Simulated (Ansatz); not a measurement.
Base system: CdTe in the zinc blende structure (space group F-43m, No. 216; a = 6.558 Å). Axes: x, y, z lie along the cube axes.

Method: DFT with r2SCAN, PAW potentials and a 500 eV plane-wave cutoff in Ansatz (a quantum-chemistry and plane-wave program), no spin-orbit coupling.

Base values:

Shortest interatomic distance: 2.840 Å
Valence-band top at Γ: 0.00, 0.00, 0.00 eV

One thing is altered: biaxial strain +0.83 %, plane normal [111], relaxed out of plane (Cartesian); in-plane vectors clamped, the third vector and the atoms free.

Q: How does this affect the energy relative to the base, out-of-plane strain, shortest interatomic distance and valence-band top at Γ?

A: The energy increases by 1.1 meV/atom; the out-of-plane strain is -0.67 %; the shortest interatomic distance grows by 0.003 Å to 2.843 Å; the valence-band top at Γ (three highest levels, from the VBM) goes from 0.00, 0.00, 0.00 eV to 0.00, -0.07, -0.07 eV.

With Te present, leaving out spin-orbit coupling can change the band edges. The levels and masses belong to the bands next to the band gap. No phonon test of stability was made.
